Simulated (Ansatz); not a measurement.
Structures of equal composition on the (0001) surface of hcp Ru: a pseudomorphic layer of Os in the host's stacking; a pseudomorphic layer of Os in the other hollow. The slabs share one bottom face, and each structure is named by its start. These are constructed structures in small cells; real faces may alloy, dewet or reconstruct in larger ones, and not all known structures of the face are among them. Slabs of about 11 Å, Fermi-Dirac smearing of 0.1 eV. Bottom of the slabs: a bare face, its two planes held. Relaxed from the named starts with such symmetry as they have, on meshes of like density; energies extrapolated to zero smearing; spin only where a row says so; no spin-orbit coupling, no U. Brackets mark spin-polarised runs, whose order is one that fits the cell.

All values below come from PBE (plane waves to 420 eV, PAW; Ansatz, a first-principles code).

Problem. Order them by energy per 1x1 cell (lowest first) at the level PBE.

Solution. a pseudomorphic layer of Os in the host's stacking (0.000 eV), a pseudomorphic layer of Os in the other hollow (0.171 eV)
